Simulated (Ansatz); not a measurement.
Hypothetical fluorite MoS2, response to strain

The reference is MoS$_{2}$ in the fluorite structure (space group Fm-3m, No. 225; ferromagnetic; a hypothetical phase, not in the database extracts checked; relaxed with 0.1 eV smearing).

```
CELL_PARAMETERS angstrom
      0.00000     2.97289     2.97289
      2.97289     0.00000     2.97289
      2.97289     2.97289     0.00000
ATOMIC_POSITIONS crystal
  Mo 0.00000 0.00000 0.00000
  S  0.25000 0.25000 0.25000
  S  0.75000 0.75000 0.75000
```

Cartesian axes are those of the cell as printed.

Strains are applied to the cell and any free atomic positions relax; under biaxial strain the out-of-plane vector relaxes too; under stress the whole cell relaxes.

Method: PBE (Ansatz, an electronic-structure program, PAW, scalar-relativistic without spin-orbit coupling).

Notes on the quantities. pressure: mean of the normal stresses, compression positive; energy relative to the base: free energy F.

| case | pressure | space group | energy relative to the base | shortest interatomic distance |
|---|---|---|---|---|
| base | 0.0 GPa | Fm-3m (No. 225) | 0 meV/atom | 2.575 Å |
| biaxial strain +1.41 %, plane normal [001], relaxed out of plane | (withheld) | I4/mmm (No. 139) | +5.1 meV/atom | 2.591 Å |
| isotropic strain +2.22 % | -6.8 GPa | Fm-3m (No. 225) | +27 meV/atom | 2.632 Å |
| uniaxial strain ε_yy = −0.20 % | 0.2 GPa | I4/mmm (No. 139) | 0.0 meV/atom | 2.573 Å |
| tensor shear ε_xz = +3.12 % | 0.0 GPa | Immm (No. 71) | (withheld) | 2.549 Å |
| uniaxial stress, 1 GPa compression along z | – | I4/mmm (No. 139) | (withheld) | 2.572 Å |
| tensor shear ε_yz = −1.61 % | 0.0 GPa | Immm (No. 71) | +1.6 meV/atom | 2.562 Å |

**Question.** Some entries are withheld; estimate them.

**Answer.** 
- biaxial strain +1.41 %, plane normal [001], relaxed out of plane, pressure: -2.2 GPa
- tensor shear ε_xz = +3.12 %, energy relative to the base: +6.0 meV/atom
- uniaxial stress, 1 GPa compression along z, energy relative to the base: +0.3 meV/atom

The magnetic state is the one reached from the starting moments; the real material's order can differ, and small cells can't hold many antiferromagnetic ones. Stability under load was not tested beyond the relaxation.
